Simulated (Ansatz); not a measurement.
Input and output of a self-consistent single point for CaC₂ (Cm, 6 atoms in the cell) (Ansatz, a first-principles code).

Computed with LDA (PW92), default PAW files made with PBE (plane waves; Ansatz).

The change in words: 1 x 1 x 1 supercell, one C atom moved by 0.02 angstrom along z; scf.occupations.method: fixed → fermi_dirac; scf.occupations.width: default → 0.05 eV. Reference geometry:
```
CELL_PARAMETERS angstrom
      3.58964    -1.92104     0.00000
      3.58964     1.92104     0.00000
     -2.17074     0.00000     7.11421
ATOMIC_POSITIONS crystal
  Ca 0.79741 0.79741 0.75351
  Ca 0.20259 0.20259 0.24649
  C  0.07922 0.07922 0.56431
  C  0.92078 0.92078 0.43569
  C  0.45186 0.45186 0.05825
  C  0.54814 0.54814 0.94175
```

Reference input (self-consistent single point, DFT, LDA (PW92), plane waves, default PAW files made with PBE): basis.ecutwfc = 420 eV; kpoints.mp_grid.grid = 7 7 4; hamiltonian.xc = lda; hamiltonian.pseudopotentials = {kind: paw} (the program's default PAW files); scf.occupations.method = fixed. This run's input differs from it in these lines:

Ansatz 0.2 input:
```diff
@@ -9,3 +9,3 @@
     - { symbol: Ca, position: [0.20259000, 0.20259000, 0.24649000] }
-    - { symbol: C, position: [0.07922000, 0.07922000, 0.56431000] }
+    - { symbol: C, position: [0.08007000, 0.08007000, 0.56712100] }
     - { symbol: C, position: [0.92078000, 0.92078000, 0.43569000] }
@@ -21,3 +21,3 @@
 scf:
-  occupations: { method: fixed }
+  occupations: { method: fermi_dirac, width: 0.05 }
 output:
```

Log, with long lists cut:

```
SCF iter   1: F=—  HF=-4516.578723 eV  |F-HF|=—  |Δ(HF+E_count)|=         —  Δρ=7.13e-3  dr2=5.33e-2  ethr=1.77e-3  ⟨swp⟩=9.1  Hψ=8645  notcnv=0  defer=1
all-band conjugate gradients solve this SCF's bands
preconditioner: auto → Resta (q_TF=auto, 2.308 Å⁻¹)
SCF iter   2: F=—  HF=-4516.562998 eV  |F-HF|=—  |Δ(HF+E_count)|=   1.57e-2  Δρ=3.43e-3  dr2=9.29e-3  ethr=1.48e-4  ⟨swp⟩=2.0  Hψ=2568  notcnv=0  defer=99
   [... lines left out ...]
SCF iter   4: F=—  HF=-4516.560146 eV  |F-HF|=—  |Δ(HF+E_count)|=   3.72e-5  Δρ=9.90e-5  dr2=1.07e-5  ethr=1.06e-6  ⟨swp⟩=2.2  Hψ=2010  notcnv=0  defer=99
SCF iter   5: F=—  HF=-4516.560147 eV  |F-HF|=—  |Δ(HF+E_count)|=   1.85e-6  Δρ=2.96e-5  dr2=1.20e-6  ethr=2.97e-8  ⟨swp⟩=2.8  Hψ=2023  notcnv=0  defer=99
SCF iter   6: F=—  HF=-4516.560148 eV  |F-HF|=—  |Δ(HF+E_count)|=   2.94e-7  Δρ=3.00e-5  dr2=1.51e-6  ethr=3.32e-9  ⟨swp⟩=2.0  Hψ=1941  notcnv=0  defer=99
SCF iter   7: F=-4516.560147 eV  HF=-4516.560147 eV  |F-HF|=1.74e-8  |Δ(HF+E_count)|=   2.59e-7  Δρ=5.00e-6  dr2=3.33e-8  ethr=2.78e-10  ⟨swp⟩=8.2  Hψ=7540  notcnv=0
SCF 1 converged in 7 iterations: F = -4516.560147 eV  dr2 = 3.33e-8
Free energy (F): -4516.560147 eV
Internal energy: -4516.560147 eV  (E = F + TS)
E sigma→0 (E₀):  -4516.560147 eV
Fermi energy:    5.026997 eV
--- Forces (eV/Å), atoms counted from 1 ---
  atom   1  Ca    -0.05354172     0.00000000     0.02941342
  atom   2  Ca     0.05155587     0.00000000     0.00231034
  atom   3  C     -0.83122744     0.00000000    -0.95850869
  atom   4  C      0.83082573     0.00000000     0.90128979
  atom   5  C      0.16103685     0.00000000    -0.06981125
  atom   6  C     -0.15850684     0.00000000     0.09532742
--- Stress (GPa, compression-positive) ---
       -6.460835       0.000000      -0.851635
        0.000000      -4.592610       0.000000
       -0.851636       0.000000      -6.230621
  P = ⅓ Tr σ = -5.7614 GPa (-57.614 kbar)
  The stress holds the Pulay correction. Without it, at fixed plane waves, as pw.x and ABINIT print it: P = -6.0206 GPa
```

The run converged in 7 iterations. Against the reference run the free energy goes up by 1.8 meV/atom, the pressure goes from -5.10 to -5.76 GPa, the largest force goes from 0.182 to 1.269 eV/Å and the gap on the mesh goes from 2.206 to 2.190 eV.

The starting cell comes from a database of computed structures (which also holds hypothetical and non-ambient phases and stackings), without a prior relaxation at this level. Its lattice was rescaled by up to half a per cent. For this run, on top of that: 1 x 1 x 1 supercell, one C atom moved by 0.02 angstrom along z. With a pressure of about -6 GPa the cell is away from its equilibrium volume at this level. Forces in this geometry exceed 1 eV/Å. Ansatz's pressure includes its estimate of the finite-basis (Pulay) stress.
